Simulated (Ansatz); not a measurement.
Output of an Ansatz run (abridged):

```
WARN the atoms were moved onto the symmetric positions of the space group found under crystal.symmetry.tolerance 1.0e-5 (fractional …
WARN basis.ecutwfc = 420 eV, the default
WARN ansatz: RAYON_NUM_THREADS=1 ignored (pool sized by the plan → 1); use --threads N
Pseudopotentials: kind: paw
Pseudopotential: Sr, paw, valence charge 10
Pseudopotential: Si, paw, valence charge 4
Pseudopotential: Ge, paw, valence charge 14
Crystal: 3 atoms, lattice volume = 70.691 Å³
Basis set: ecut = 420 eV, 1413 PW (Γ), exchange–correlation on 60×60×60 points (8 copies of the dense FFT grid, shifted against one another)
Bands: 18, of which v1, the nominal top of the filled ones, is band 14 counted from 1 (13 counted from 0)
Symmetry: 12 space group operations
Space group: P-6m2 (ITA 187), of the structure as read, at distance tolerance 4.1e-5 Å
k-points: 32 of 294 (time reversal used)
PAW frozen core: Sr, regenerated for the run's functional, and the local potential with it
PAW frozen core: Si, regenerated for the run's functional, and the local potential with it
PAW frozen core: Ge, regenerated for the run's functional, and the local potential with it
Initial density: superposition of atomic densities (neutral atoms: chi_scale 0, normalization atom), corrected by the library's trained network
Initial wavefunctions: pseudopotential atomic-orbital guess
Eigensolver: davidson
Functional: x = pbesol(κ = 0.804, μ = 0.12345679012345678), c = pbesol(β = 0.046)
SCF iter   1: F=—  HF=-8368.433507 eV  |F-HF|=—  |Δ(HF+E_count)|=         —  Δρ=3.11e-3  dr2=2.43e-2  ethr=1.77e-3  ⟨swp⟩=6.2  Hψ=3235  notcnv=0
all-band conjugate gradients solve this SCF's bands
preconditioner: auto → Kerker (q_TF=auto, 2.338 Å⁻¹)
SCF iter   2: F=—  HF=-8368.429510 eV  |F-HF|=—  |Δ(HF+E_count)|=   4.00e-3  S|Δr|=    0.00e0  Δρ=2.17e-3  dr2=1.33e-2  ethr=8.68e-5  ⟨swp⟩=1.4  Hψ=853  notcnv=0
SCF iter   3: F=—  HF=-8368.425440 eV  |F-HF|=—  |Δ(HF+E_count)|=   4.07e-3  S|Δr|=    0.00e0  Δρ=5.29e-4  dr2=3.00e-4  ethr=4.73e-5  ⟨swp⟩=2.0  Hψ=720  notcnv=0
SCF iter   4: F=—  HF=-8368.425402 eV  |F-HF|=—  |Δ(HF+E_count)|=   3.87e-5  S|Δr|=    0.00e0  Δρ=2.82e-4  dr2=7.97e-5  ethr=1.07e-6  ⟨swp⟩=2.8  Hψ=1116  notcnv=0
SCF iter   5: F=—  HF=-8368.425420 eV  |F-HF|=—  |Δ(HF+E_count)|=   1.79e-5  S|Δr|=    0.00e0  Δρ=1.14e-4  dr2=1.10e-5  ethr=2.85e-7  ⟨swp⟩=2.0  Hψ=994  notcnv=0
SCF iter   6: F=—  HF=-8368.425409 eV  |F-HF|=—  |Δ(HF+E_count)|=   1.02e-5  S|Δr|=    0.00e0  Δρ=3.45e-5  dr2=1.02e-6  ethr=3.93e-8  ⟨swp⟩=2.0  Hψ=995  notcnv=0
SCF iter   7: F=-8368.425409 eV  HF=-8368.425409 eV  |F-HF|=4.49e-9  |Δ(HF+E_count)|=   2.06e-7  S|Δr|=    0.00e0  Δρ=8.09e-6  dr2=3.77e-8  ethr=3.57e-10  ⟨swp⟩=4.2  Hψ=3038  notcnv=0
SCF 1 converged in 7 iterations: F = -8368.425409 eV  dr2 = 3.77e-8
SCF converged after 7 iterations
Stability not checked (fill_not_monotonic)
Free energy (F): -8368.425409 eV
Harris-Foulkes:  -8368.425409 eV  (|F-HF|=4.49e-9)
Internal energy: -8368.431436 eV  (E = F + TS)
E sigma→0 (E₀):  -8368.427418 eV
Entropy (-TS):   0.006027 eV (2.009 meV/atom)
Fermi energy:    8.914338 eV
--- Per-component energies (eV) ---
  E_band       = -215.519730
  E_kinetic    = 397.702307
  E_local      = -3231.258657  (includes V_loc(G=0)·N_el)
  E_nonlocal   = 648.036561
  E_hartree    = 1299.833332
  E_xc         = -302.223548
  E_vxc        = -274.265533  (∫ρ·V_xc dr)
  E_paw        = -5121.256023  (= ΣΔE_a)
  E_vpaw       = -355.401222  (= ΣTr[D̂ρ^β])
  E_aug_tail   = 0.000280  (compensation charges beyond the density's cutoff)
  E_ewald      = -2060.349532
  E_core_change = 1.083844  (= ΣΔE_core)
  E_smearing   = 0.006027  (= −TS)
  E_closure    = -0.000000  (closes the sum)
  Σ components = -8368.425409   (vs F -8368.425409, Δ=0.00e0)
--- Forces (eV/Å), atoms counted from 1 ---
  atom   1  Sr    -0.00000000     0.00000000     0.00000000
   [... zero for the other atoms too ...]
  max |Σ_I F_I| component: 2.59e-16 eV/Å
--- Stress (GPa, compression-positive) ---
       -0.325057       0.000000       0.000000
        0.000000      -0.325057       0.000000
        0.000000       0.000000       0.159823
  P = ⅓ Tr σ = -0.1634 GPa (-1.634 kbar)
  The stress holds the Pulay correction. Without it, at fixed plane waves, as pw.x and ABINIT print it: P = -0.1811 GPa
--- Band table (eV; the first three rows and the last of 32) ---
  k-point 0: bands = ["-26.1617", "-15.6406", "-15.6406", "-15.5713", "-15.5713", "-15.5677", "-8.3005", "-8.1621", "-8.1621", "-2.4939", "6.5011", "6.5011", "6.8441", "6.8747", "8.8939", "10.6920", "10.6920", "12.8310"]
  k-point 1: bands = ["-26.1607", "-15.6405", "-15.6405", "-15.5715", "-15.5715", "-15.5673", "-8.3496", "-8.1591", "-8.1591", "-2.3395", "5.8822", "6.5919", "6.5919", "6.9499", "9.9743", "10.2089", "10.2089", "12.8839"]
  k-point 2: bands = ["-26.1587", "-15.6404", "-15.6404", "-15.5718", "-15.5718", "-15.5666", "-8.4437", "-8.1532", "-8.1532", "-2.0089", "4.7111", "6.7969", "6.7969", "7.1402", "9.5984", "9.5984", "11.6366", "11.8536"]
  k-point 31: bands = ["-26.1460", "-15.6398", "-15.6372", "-15.5735", "-15.5720", "-15.5627", "-8.3711", "-8.3071", "-8.2548", "-0.3647", "1.0213", "4.7141", "6.7414", "7.3832", "11.0114", "11.6714", "12.3143", "14.1403"]
```

The structure:

```xyz
3
Lattice="4.2740 0.0000 0.0000 -2.1370 3.7014 0.0000 0.0000 0.0000 4.4686" Properties=species:S:1:pos:R:3 pbc="T T T"
Sr     2.1370     1.2338     0.0000
Si     0.0000     2.4676     2.2343
Ge     0.0000     0.0000     2.2343
```

Q: Reconstruct the input of this run.

A: Other spellings and defaults could give the same log, and not every line can be read from it. The input that was run (DFT, PBEsol, plane waves, default PAW files made with PBE):

Ansatz 0.2 input:
```yaml
# SrSiGe
crystal:
  lattice:
    - [4.273994, 0.000000, 0.000000]
    - [-2.136997, 3.701387, 0.000000]
    - [0.000000, 0.000000, 4.468561]
  atoms:
    - { symbol: Sr, position: [0.666667, 0.333333, 0.000000] }
    - { symbol: Si, position: [0.333333, 0.666667, 0.500000] }
    - { symbol: Ge, position: [0.000000, 0.000000, 0.500000] }
kpoints:
  mp_grid: { grid: [7, 7, 6] }
hamiltonian:
  xc: pbesol
  pseudopotentials: { kind: paw }
scf:
  occupations: { method: cold, width: 0.272 eV }
output:
  forces: true
  eigenvalues: true
  stress: true
```

The starting cell comes from a database of computed structures (which also holds hypothetical and non-ambient phases and stackings), without a prior relaxation at this level. Its lattice was rescaled by a random factor within 2.5 % of one. Ansatz's pressure includes its estimate of the finite-basis (Pulay) stress.

Ansatz is a program for electronic structure.
